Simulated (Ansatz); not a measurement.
The starting structures come from a database of crystals and need not be the phases stable at ambient conditions.

Tunnelling through a barrier is set by its complex band structure: the current falls as exp(−2κd) with the smallest κ.

Consider the following.

```xyz
20
Lattice="5.7244 0.0000 0.0000 0.0000 6.0215 0.0000 -0.1389 0.0000 8.2842" Properties=species:S:1:pos:R:3 pbc="T T T"
Na     2.7927     3.0107     4.1421
Na     0.0000     0.0000     0.0000
La     2.7205     5.6691     2.1252
La     2.8650     0.3524     6.1590
La     0.0722     2.6584     2.0169
La     5.5133     3.3631     6.2673
Ta     2.8622     3.0107     0.0000
Ta    -0.0695     0.0000     4.1421
O      4.6854     1.6558     4.7821
O      0.9001     4.3657     3.5021
O      3.6929     4.6665     7.6443
O      1.8926     1.3550     0.6400
O      0.6103     5.6589     6.0034
O      4.9752     0.3626     2.2808
O      2.0435     2.6481     6.4229
O      3.5420     3.3734     1.8613
O      1.2197     4.0658     0.4312
O      4.3658     1.9557     7.8530
O      1.5731     1.0550     3.7109
O      4.0124     4.9665     4.5733
```

Space group of this cell: P2_1/c. The cell is taken as given; by PBEsol its mean pressure is -5.2 GPa.

Transport runs along the normal of the first two printed cell vectors.

The gap is the functional's own, uncorrected, and κ follows it; spin-orbit coupling is left out. Mid-gap values are interpolated between the computed energies.

### Question
State the band gap and the smallest decay constant κ at mid-gap according to PBEsol run with Ansatz (an electronic-structure program).

### Answer
Gap 3.97 eV on a 6×6×4 mesh; κ = 0.404 1/Å, at the zone centre.
